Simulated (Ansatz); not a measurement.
Crystal: NaCl (Fm-3m, rock salt, 2 atoms a cell, 21.8 Å³ an atom); both levels run on this one cell.

Complex bands along the normal of (111) by Ansatz (plane waves, PAW, no spin-orbit coupling). r2SCAN gives a gap of 6.02 eV and a slowest mid-gap decay of 0.404 1/Å.

Q: What does PBE give on the same cell, and what does that do to the current through 2 nm?

A: Gap 5.22 eV, κ = 0.375 1/Å. The mid-gap transmission through 2 nm changes by exp(2 × 20 × (0.404 − 0.375)) = a factor of 3.2 against r2SCAN.

Ansatz is a quantum-chemistry and plane-wave program.
